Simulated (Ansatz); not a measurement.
## A computed series for Ge: response to strain

The parent structure is Ge in the diamond structure (space group Fd-3m, No. 227; a = 5.6222 Å). Axes: x, y, z lie along the cube axes.

Strains are applied to the cell and any free atomic positions relax.

Level of theory: LDA, PAW, 420 eV (Ansatz, a first-principles code; without spin-orbit coupling).

Notes on the quantities. energy relative to the base: free energy F; pressure: mean of the normal stresses, compression positive.

```json
[
 {"change": "base", "shortest interatomic distance": "2.434 Å", "energy relative to the base": "0 meV/atom", "pressure": "0.0 GPa"},
 {"change": "tensor shear ε_xy = +1.14 %", "shortest interatomic distance": "2.426 Å", "energy relative to the base": "+2.2 meV/atom", "pressure": "0.0 GPa"},
 {"change": "tensor shear ε_xy = +0.57 %", "shortest interatomic distance": "2.430 Å", "energy relative to the base": "+0.5 meV/atom", "pressure": "0.0 GPa"},
 {"change": "tensor shear ε_xy = +2.00 %", "shortest interatomic distance": "?", "energy relative to the base": "?", "pressure": "0.1 GPa"},
 {"change": "tensor shear ε_xy = +1.71 %", "shortest interatomic distance": "2.423 Å", "energy relative to the base": "?", "pressure": "0.1 GPa"},
 {"change": "tensor shear ε_xy = +0.29 %", "shortest interatomic distance": "2.432 Å", "energy relative to the base": "+0.1 meV/atom", "pressure": "0.0 GPa"},
 {"change": "tensor shear ε_xy = +0.86 %", "shortest interatomic distance": "2.428 Å", "energy relative to the base": "+1.3 meV/atom", "pressure": "0.0 GPa"},
 {"change": "tensor shear ε_xy = +1.43 %", "shortest interatomic distance": "2.425 Å", "energy relative to the base": "+3.4 meV/atom", "pressure": "0.1 GPa"}
]
```

Question: Some entries are withheld; estimate them.

Answer: 
- tensor shear ε_xy = +2.00 %, shortest interatomic distance: 2.421 Å
- tensor shear ε_xy = +2.00 %, energy relative to the base: +6.7 meV/atom
- tensor shear ε_xy = +1.71 %, energy relative to the base: +4.9 meV/atom

No phonon test of stability was made.
